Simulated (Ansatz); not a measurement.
Base system: WSi2 (space group I4/mmm, No. 139; a = 3.2026 Å, c = 7.8157 Å).

The values are results of PBEsol, PAW, 420 eV (Ansatz, a quantum-chemistry and plane-wave program; spin-orbit coupling left out), not measurements.

For the base:

The volume per atom is 13.36 Å³.

It is then changed as follows: Ge takes the place of W on all its sites, then cell and atoms are relaxed.

Q: How does this affect the volume per atom?

A: The volume per atom rises by 2.53 Å³ (13.36 Å³ → 15.89 Å³).

No phonon test of stability was made. As relaxed here, Si2Ge is a hypothetical phase, not in the database extracts checked. The final runs are not spin-polarised.
